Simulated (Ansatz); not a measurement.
Data:

```yaml
crystal:
  lattice:
    - [0.00000, 3.12314, 3.12314]
    - [3.12314, 0.00000, 3.12314]
    - [3.12314, 3.12314, 0.00000]
  atoms:
    - { symbol: Ba, position: [0.00000, 0.00000, 0.00000] }
    - { symbol: F, position: [0.25000, 0.25000, 0.25000] }
    - { symbol: F, position: [0.75000, 0.75000, 0.75000] }
```

All values below come from PBE, rigid bands (plane waves, PAW, scalar-relativistic; Ansatz, a quantum-chemistry and plane-wave program). Condition of this run: functional PBE, cell relaxed with it. Geometry: cell and atoms relaxed with PBE.

Q: Predict the hole conductivity mass (n e² τ/σ) at 300 K, by direction if it differs.

A: 5.1 mₑ.

Q: What conductivity effective mass do dilute electrons have at 300 K?

A: 0.50 mₑ.

Q: And the band gap?

A: 6.73 eV at this level; semilocal functionals usually fall short of the measured gap.

Rigid bands, one relaxation time for all states, no polarons. Spin-orbit coupling is left out; where it splits the top of the valence band it changes the hole mass and lowers the gap by about a third of the splitting.
